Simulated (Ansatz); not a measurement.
We consider LaBr₃ (P6₃/m, No. 176), described by r²SCAN+SOC in Ansatz (plane waves, PAW).

Run with plane-wave cutoff 560 eV, 6×6×8 k mesh (along the axes of the cell as run), Fermi–Dirac smearing 0.01 eV, PAW data made under PBE.

Shape and atoms are relaxed at each volume.

Pressure at four volumes; x = ln(V/31.846 Å³). One pressure is withheld.

```csv
V (Å³/atom),x,P (GPa)
30.572,-0.0408,?
31.209,-0.0202,0.615
31.846,0.0000,0.005
33.119,0.0392,-0.930
```

**Question.** Pass a parabola P(x) through the three rows shown, estimate the bulk modulus and its pressure derivative near zero pressure, and predict the withheld pressure.

**Answer.** Slopes between the rows: (0.005 − (0.615))/(0.0000 − (-0.0202)) = -30.20 and (-0.930 − (0.005))/(0.0392 − (0.0000)) = -23.85 GPa. Their difference over the span 0.0594 is c = 6.35/0.0594 = 106.9 GPa, so P(x) = 0.615 + (-30.20)(x − (-0.0202)) + 106.9 (x − (-0.0202))(x − (0.0000)). At the middle row B = −dP/dx = −[-30.20 + 106.9 × 0.0202] = 28.0 GPa, and B′ = dB/dP = 2c/B = 7.6. At x = -0.0408 the parabola gives 1.327 GPa; the run gives 1.315 GPa. The Birch–Murnaghan fit to the energies at all volumes has B0 = 27.6 GPa and B′ = 7.3.

Note: the bulk modulus comes from volumes at which shape and atoms were relaxed.

Ansatz is a quantum-chemistry and plane-wave program.
